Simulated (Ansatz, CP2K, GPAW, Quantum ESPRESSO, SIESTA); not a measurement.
## One structure in several programs: K₃Cd (Fm-3m, 4 atoms in the cell)

Self-consistent single point.

```
CELL_PARAMETERS angstrom
      0.00000     4.61034     4.61034
      4.61034     0.00000     4.61034
      4.61034     4.61034     0.00000
ATOMIC_POSITIONS crystal
  K  0.25000 0.25000 0.25000
  K  0.75000 0.75000 0.75000
  K  0.50000 0.50000 0.50000
  Cd 0.00000 0.00000 0.00000
```

Shared settings, as Ansatz (a first-principles code) writes them: kpoints.mp_grid.grid = 4 4 4; scf.occupations.method = gaussian; scf.occupations.width = 0.05 eV. Potentials and cutoffs stand in the table.

| code | model | pressure (GPa) | cutoff |
|---|---|---|---|
| Ansatz | PBEsol, PAW files made with PBE | -0.15 | 420 eV |
| Quantum ESPRESSO | PBEsol, SSSP 1.1.2 efficiency (PBE) pseudopotentials | -0.43 | 50 Ry |
| SIESTA | GGA PBEsol, numerical atomic orbitals DZP, PseudoDojo PBEsol standard norm-conserving potentials (rewritten from UPF to PSML) | 0.35 | grid 300 Ry |
| GPAW | PBEsol, GPAW PAW datasets PBEsol (made by gpaw-setup) | -0.22 | 550 eV |
| CP2K | PBEsol, GPW, DZVP-MOLOPT-SR-GTH basis, GTH-PBE potentials (GTH_POTENTIALS) | -0.03 | grid 500 Ry |

The spread over the programs that give each value: pressure within 0.78 GPa.

SIESTA and CP2K use small atom-centred bases, whose incompleteness enters pressures, forces and empty levels differently from a plane-wave cutoff. Ansatz's pressure is given at a fixed set of plane waves, as the other plane-wave codes print theirs.

The starting cell comes from a database of computed structures (which also holds hypothetical and non-ambient phases and stackings), without a prior relaxation at this level.

Left out of this page: ABINIT (failed or unconverged); Elk and FLEUR (not drawn, or without a comparable value).

Keys are those of Ansatz 0.2.
